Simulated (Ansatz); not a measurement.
Start from CsPbCl$_{3}$ in the cubic perovskite structure (space group Pm-3m, No. 221; a = 5.736 Å).

All numbers come from DFT with PBE, PAW potentials and a 420 eV plane-wave cutoff in Ansatz (a quantum-chemistry and plane-wave program), no spin-orbit coupling.

Base values:

| Property | Result |
|---|---|
| Hole mass | 0.22 mₑ (at R) |
| Width of the top valence band | 2.05 eV |

Modification: every lattice vector is stretched by 2.40 %, atoms relaxed at fixed cell.

### Question
What does the calculation give for the mean gap deformation potential ΔEg/Δln V, energy relative to the base, hole mass and width of the top valence band after the change?

### Answer
The mean gap deformation potential ΔEg/Δln V amounts to +3.1 eV; the energy goes up by 12 meV/atom; the hole mass becomes 0.26 mₑ (at R) (base: 0.22 mₑ (at R)); the width of the top valence band drops by 0.45 eV (2.05 eV → 1.60 eV).

Spin-orbit coupling, missing from the scalar runs, can matter with Pb. The cells carry an imposed strain or load. Effective masses come from finite differences of ±0.01 Å⁻¹. Stability against distortions was not tested. Many cubic perovskites are stable only at high temperature; tilts and polar distortions were not tested. This is not the structure that CsPbCl3 has at room temperature and ambient pressure.
